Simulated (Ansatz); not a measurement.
## A computed series for hypothetical CsCl type NaI: element substitutions

Consider NaI in the CsCl type structure (space group Pm-3m, No. 221; a = 4.062 Å; a hypothetical phase, not in the database extracts checked).

Each row replaces one element on all its sites; cell and atoms are relaxed.

Levels (all Ansatz, a first-principles code, PAW): PBE (420 eV, scalar-relativistic without spin-orbit coupling); r2SCAN (500 eV, without spin-orbit coupling).

The base cell above is that of PBE; each level relaxes its own structures.

```tsv
case	shortest interatomic distance, PBE	shortest interatomic distance, r2SCAN
I → Se	3.085 Å	3.057 Å
Na → Y	3.285 Å	3.282 Å
I → Sb	3.253 Å	3.227 Å
```

PBE lies above r2SCAN in every row, by 0.003 Å to 0.028 Å. They put the cases in the same order.

Whether these cells are dynamically stable was not tested. As relaxed here, NaSe, YI and NaSb are hypothetical phases, not in the database extracts checked. All final runs are without spin polarisation. An odd electron count without spin: NaSe.
